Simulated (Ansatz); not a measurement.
Base system: CdSe in the wurtzite structure (space group P6_3mc, No. 186; a = 4.3827 Å, c = 7.1545 Å).

It is then changed as follows: a negative pressure, −1 GPa.

Computed with PBE (Ansatz, a quantum-chemistry and plane-wave program; PAW; 420 eV plane waves; scalar-relativistic without spin-orbit coupling).

Base, band edges from the VBM (valence, conduction): K -1.52, 4.34; H -1.01, 3.66; M -0.68, 3.09; L -1.21, 2.90; A -0.36, 2.26; Γ 0.00, 0.54 eV.

Problem. Give the band edges at the high-symmetry points of the new zone, measured from its valence-band maximum.

Solution. 
```csv
point,valence edge (eV),conduction edge (eV)
Γ,0.00,0.49
M,-0.65,3.04
K,-1.45,4.39
A,-0.34,2.21
L,-1.16,2.88
H,-0.97,3.61
```

The gap is 0.49 eV, direct at Γ.

Load acts through the strain it causes; cell and atoms are relaxed under it. Stability against distortions was not tested.
